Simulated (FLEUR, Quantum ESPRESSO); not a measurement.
A Quantum ESPRESSO input for a self-consistent single point of Ag3As (P6_3/mmc, 8 atoms in the cell) (DFT, LDA (PZ), plane waves, GBRV 1.5 ultrasoft (LDA) pseudopotentials):

```fortran
&CONTROL
    calculation = 'scf'
    prefix = 'Ag3As'
    outdir = './out'
    pseudo_dir = './'
    tprnfor = .true.
    tstress = .true.
/
&SYSTEM
    ibrav = 0
    celldm(1) = 11.2250492717
    nat = 8
    ntyp = 2
    ecutwfc = 40
    ecutrho = 320
    occupations = 'smearing'
    smearing = 'fd'
    degauss = 0.0073499
/
&ELECTRONS
    conv_thr = 1.0e-11
/
ATOMIC_SPECIES
Ag   107.8682  ag_lda_v1.4.uspp.F.UPF
As    74.9216  as_lda_v1.uspp.F.UPF
ATOMIC_POSITIONS {angstrom}
Ag    1.4844606127    0.8570537344    3.6003075000
Ag    1.4855595202    4.2871720354    1.2001025000
Ag    0.0000000000    1.7141074687    1.2001025000
Ag    2.9700201329    3.4301183010    3.6003075000
Ag    4.4555796531    0.8570537344    3.6003075000
Ag   -1.4855595202    4.2871720354    1.2001025000
As    2.9700201329    1.7147419233    1.2001025000
As    0.0000000000    3.4294838465    3.6003075000
K_POINTS {automatic}
4 4 4  0 0 0
CELL_PARAMETERS {alat}
   1.0000000000     0.0000000000     0.0000000000
  -0.5000000000     0.8660254038     0.0000000000
   0.0000000000     0.0000000000     0.8081443534
```

Task: Give the FLEUR input for the same structure, mesh, smearing and functional.

Result: This is the input that was run; spellings and numerical settings could be chosen otherwise.

Input of the input generator:

```
Ag3As FLAPW
&input film=f /
11.2250492717 -0.0000001166 0.0000000000
-5.6125245349 9.7211778864 0.0000000000
0.0000000000 0.0000000000 9.0714601859
1.0
1.0 1.0 1.0

8
47 0.3332100000 0.1666050000 0.7500000000
47 0.6667900000 0.8333950000 0.2500000000
47 0.1666050000 0.3332100000 0.2500000000
47 0.8333950000 0.6667900000 0.7500000000
47 0.8333950000 0.1666050000 0.7500000000
47 0.1666050000 0.8333950000 0.2500000000
33 0.6666666667 0.3333333333 0.2500000000
33 0.3333333333 0.6666666667 0.7500000000

&comp jspins=1 /
&exco xctyp='pz' /
&kpt div1=4 div2=4 div3=4 gamma=t /
&end /
```

```xml
<?xml version="1.0" encoding="UTF-8" standalone="no"?>
<fleurInput fleurInputVersion="0.39">
   <comment>
      Ag3As FLAPW                                                                                         
   </comment>
   <calculationSetup>
      <cutoffs Kmax="3.9" Gmax="11.7" GmaxXC="11.7" numbands="0"/>
      <scfLoop itmax="100" minDistance="0.00001" maxIterBroyd="99" imix="Anderson" alpha="0.05" precondParam="0.0" spinf="2.0"/>
      <coreElectrons ctail="T" frcor="F" kcrel="0" coretail_lmax="0"/>
      <xcFunctional name="pz" relativisticCorrections="F"/>
      <magnetism jspins="1"/>
      <soc l_soc="F" theta="0.0" phi="0.0" spav="F"/>
      <expertModes spex="0" secvar="F"/>
      <geometryOptimization l_f="T" forcealpha="1.0" forcemix="BFGS" epsdisp="0.00001" epsforce="0.00001"/>
      <ldaU l_linMix="F" mixParam="0.05" spinf="1.0"/>
   </calculationSetup>
   <cell>
      <bzIntegration valenceElectrons="132.0" mode="hist" fermiSmearingEnergy="0.00367493">
         <kPointListSelection listName="default-1"/>
         <!-- k-points included here -->
         <xi:include xmlns:xi="http://www.w3.org/2001/XInclude" href="kpts.xml"> </xi:include>
      </bzIntegration>
      <!-- symmetry operations included here -->
      <xi:include xmlns:xi="http://www.w3.org/2001/XInclude" href="sym.xml"> </xi:include>
      <bulkLattice scale="1.0">
         <bravaisMatrix>
            <row-1>   11.2250492716999997    -0.0000001166000000     0.0000000000000000</row-1>
            <row-2>   -5.6125245349000004     9.7211778863999996     0.0000000000000000</row-2>
            <row-3>    0.0000000000000000     0.0000000000000000     9.0714601858999995</row-3>
         </bravaisMatrix>
      </bulkLattice>
   </cell>
   <atomSpecies>
      <species name="Silver (Ag)" element="Ag" atomicNumber="47">
         <mtSphere radius="2.61" gridPoints="899" logIncrement="0.014"/>
         <atomicCutoffs lmax="10" lnonsphr="8"/>
         <electronConfig flipSpins="F">
            <coreConfig>(1s1/2) (2s1/2) (2p1/2) (2p3/2) (3s1/2) (3p1/2) (3p3/2) (4s1/2) (3d3/2) (3d5/2)</coreConfig>
            <valenceConfig>(4p1/2) (4p3/2) (5s1/2) (4d3/2) (4d5/2)</valenceConfig>
            <stateOccupation state="(5s1/2)" spinUp="0.5" spinDown="0.5"/>
         </electronConfig>
         <energyParameters s="5" p="5" d="4" f="4"/>
         <lo type="SCLO" l="1" n="4" eDeriv="0"/>
         <lo type="HELO" l="2" n="5" eDeriv="0"/>
      </species>
      <species name="Arsenic (As)" element="As" atomicNumber="33">
         <mtSphere radius="2.61" gridPoints="899" logIncrement="0.014"/>
         <atomicCutoffs lmax="10" lnonsphr="8"/>
         <electronConfig flipSpins="F">
            <coreConfig>(1s1/2) (2s1/2) (2p1/2) (2p3/2) (3s1/2) (3p1/2) (3p3/2)</coreConfig>
            <valenceConfig>(4s1/2) (3d3/2) (3d5/2) (4p1/2) (4p3/2)</valenceConfig>
            <stateOccupation state="(4p1/2)" spinUp="0.5" spinDown="0.5"/>
            <stateOccupation state="(4p3/2)" spinUp="1.0" spinDown="1.0"/>
         </electronConfig>
         <energyParameters s="4" p="4" d="3" f="4"/>
         <lo type="HELO" l="2" n="4" eDeriv="0"/>
      </species>
   </atomSpecies>
   <atomGroups>
      <atomGroup species="Silver (Ag)">
         <relPos label="                   1">.3332100000 .1666050000 -1.000/4.000</relPos>
         <relPos label="                   2">-.3332100000 -.1666050000 1.000/4.000</relPos>
         <relPos label="                   3">.1666050000 .3332100000 1.000/4.000</relPos>
         <relPos label="                   4">-.1666050000 -.3332100000 -1.000/4.000</relPos>
         <relPos label="                   5">-.1666050000 .1666050000 -1.000/4.000</relPos>
         <relPos label="                   6">.1666050000 -.1666050000 1.000/4.000</relPos>
         <force calculate="T" relaxXYZ="TTT"/>
      </atomGroup>
      <atomGroup species="Arsenic (As)">
         <relPos label="                   7">-1.000/3.000 1.000/3.000 1.000/4.000</relPos>
         <relPos label="                   8">1.000/3.000 -1.000/3.000 -1.000/4.000</relPos>
         <force calculate="T" relaxXYZ="TTT"/>
      </atomGroup>
   </atomGroups>
   <output dos="F" band="F" slice="F">
      <checks vchk="F" cdinf="F"/>
      <bandDOS minEnergy="-.5*Htr" maxEnergy="0.5*Htr" sigma="0.015" storeEVData="T"/>
      <vacuumDOS vacdos="F" integ="F" star="F" nstars="0" locx1="0.0" locy1="0.0" locx2="0.0" locy2="0.0" nstm="0" tworkf="0.0"/>
      <unfoldingBand unfoldBand="F" supercellX="1" supercellY="1" supercellZ="1"/>
      <plotting iplot="0" polar="F">
         <plot TwoD="T" vec1="  1.0  0.0  0.0" vec2="  0.0  1.0  0.0" vec3="  0.0  0.0  1.0" zero="  0.0  0.0  0.0" file="plot"/>
      </plotting>
      <chargeDensitySlicing numkpt="0" minEigenval="0.0" maxEigenval="0.0" nnne="0" pallst="F"/>
      <specialOutput eonly="F"/>
      <magneticCircularDichroism mcd="F" energyLo="-10.0" energyUp="0.0"/>
   </output>
  <!-- We include the file relax.xml here to enable relaxations (see documentation) -->
  <xi:include xmlns:xi="http://www.w3.org/2001/XInclude" href="relax.xml"> <xi:fallback/> </xi:include>
</fleurInput>
```

Basis, cutoffs, solver keys and any potentials are the target program's own. This input uses DFT, LDA (Perdew-Zunger), all-electron FLAPW (FLEUR), scalar-relativistic valence. LDA parametrisations can differ slightly between programs.

The starting cell comes from a database of computed structures (which also holds hypothetical and non-ambient phases and stackings), without a prior relaxation at this level.
